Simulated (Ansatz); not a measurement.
Start from WS$_{2}$ (space group P6_3/mmc, No. 194; a = 3.1541 Å, c = 12.1408 Å; layered, stacked along the Cartesian z axis). Axes: x lies along a and z along c of the hexagonal cell.

Method: DFT with PBE-D3(BJ), PAW potentials and a 420 eV plane-wave cutoff in Ansatz (a first-principles code), no SOC.

One thing is altered: uniaxial strain ε_zz = +1.20 %, all other strain components held at zero; the atoms relax in the strained cell.

Task: Predict the stress tensor and what it implies for the stiffness.

Result: Stress of the strained cell less that of the base (GPa, compression positive):
```
  -0.10    0.00    0.00
   0.00   -0.10    0.00
   0.00    0.00   -0.68
```

Then −Δσ_ii/ε with ε = 0.0120 gives relaxed-ion elastic constants: C33 ≈ 57 GPa.

Whether these cells are dynamically stable was not tested.
